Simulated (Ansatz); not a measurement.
B2O3 (P3₁21, No. 152) was calculated with LDA in Ansatz (PAW).

Numerical settings: plane-wave cutoff 520 eV, 12×12×4 k mesh (along the axes of the cell as run), scalar-relativistic PAW data made under PBE.

Computed at the level's own relaxed cell.

**Question.** What does this level give for the Voigt–Reuss–Hill bulk modulus, Voigt–Reuss–Hill shear modulus (Hill average), Young modulus and Poisson ratio?

**Answer.** 
* **Voigt–Reuss–Hill bulk modulus**: 57.8 GPa
* **Voigt–Reuss–Hill shear modulus (Hill average)**: 58.5 GPa
* **Young modulus**: 131 GPa
* **Poisson ratio**: 0.122

Note: the volume lies 5 % below that of the published cell.

Elastic constants are with the ions relaxed.

Computed values are for the static lattice.

It cost about 80 core-minutes (a rough figure) of CPU time.

Ansatz is a quantum-chemistry and plane-wave program.
